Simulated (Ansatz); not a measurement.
Input and output of a relaxation of the atoms for SrGaGe (P3m1, 3 atoms in the cell) (Ansatz, a program for electronic structure).

Computed with LDA (PW92), default PAW files made with PBE (plane waves; Ansatz).

The change in words: one atom moved by 0.15 angstrom; relax: default → atoms; relax.f_tol: default → 0.2 eV/Å. Reference geometry:
```xyz
3
Lattice="4.2566 0.0000 0.0000 -2.1283 3.6863 0.0000 0.0000 0.0000 4.6976" Properties=species:S:1:pos:R:3 pbc="T T T"
Sr     0.0000     0.0000     0.0000
Ga     0.0000     2.4576     2.3488
Ge     2.1283     1.2288     2.3488
```

Reference input (self-consistent single point, DFT, LDA (PW92), plane waves, default PAW files made with PBE): basis.ecutwfc = 30.9 Ry; kpoints.mp_grid.grid = 9 9 7; hamiltonian.xc = lda; hamiltonian.pseudopotentials = {kind: paw} (the program's default PAW files); scf.occupations.method = gaussian; scf.occupations.width = 0.0073 Ry. This run's input differs from it in these lines:

```diff
@@ -6,3 +6,3 @@
   atoms:
-    - { symbol: Sr, position: [0.00000000, 0.00000000, 0.00000000] }
+    - { symbol: Sr, position: [0.00000000, 0.00000000, 0.03193200] }
     - { symbol: Ga, position: [0.33333300, 0.66666700, 0.50000000] }
@@ -18,2 +18,4 @@
   occupations: { method: gaussian, width: 0.0073 Ry }
+relax:
+  f_tol: 0.2
 output:
```

Log, with long lists cut:

```
   [... SCF lines of the steps left out ...]
relax step   1: F+E_penalty+E_count = -11368.74027000 eV  Δ(F+E_penalty+E_count) = +0.000e0 eV  max|allowed force component| = 4.963e-1 eV/Å  Δτ_max = 0.0000 Å  (6 SCF iters, dr2 threshold 1.00e-4 eV, accepted)
relax step   2: F+E_penalty+E_count = -11368.77673676 eV  Δ(F+E_penalty+E_count) = -3.647e-2 eV  max|allowed force component| = 7.431e-2 eV/Å  Δτ_max = 0.0847 Å  (6 SCF iters, accepted)
the relaxation is at rest under the 6 symmetry operations that the run kept from its start: a minimum is not shown …
Free energy (F): -11368.776737 eV
Internal energy: -11368.771279 eV  (E = F + TS)
E sigma→0 (E₀):  -11368.774008 eV
Entropy (-TS):   -0.005458 eV (-1.819 meV/atom)
Fermi energy:    9.034473 eV
--- Forces (eV/Å), atoms counted from 1 ---
  atom   1  Sr     0.00000000     0.00000000    -0.07428705
  atom   2  Ga    -0.00000000    -0.00000000     0.02914615
  atom   3  Ge     0.00000000     0.00000000     0.04520495
--- Stress (GPa, compression-positive) ---
       -2.758649      -0.000000       0.000000
       -0.000000      -2.758649      -0.000000
   [... lines left out ...]
  F+E_penalty+E_count = -11368.77673676 eV   max|allowed force component| = 7.431e-2 eV/Å
  atoms:
    - { symbol: Sr, position: [-7.366680848434879e-19, 8.243138799947012e-34, 0.013894593928399857] }
    - { symbol: Ga, position: [0.3333333333333334, 0.6666666666666669, 0.5080633823689126] }
    - { symbol: Ge, position: [0.6666666666666666, 0.3333333333333334, 0.5099740237026877] }
```

The run converged. 

Summary of the result:
Free energy E − TS (on the zero of these files): -11368.7767 eV
Fermi level (on the code's own zero): 9.03 eV
Pressure: -2.70 GPa
Largest force (vector length): 0.074 eV/Å
Relaxation steps: 2

The starting cell comes from a database of computed structures (which also holds hypothetical and non-ambient phases and stackings), without a prior relaxation at this level. Its lattice was rescaled by up to half a per cent. For this run, on top of that: one atom moved by 0.15 angstrom. The relaxation keeps the symmetry of its start, so its end need not be a minimum. Ansatz's pressure includes its estimate of the finite-basis (Pulay) stress.

Keys are those of Ansatz 0.2.
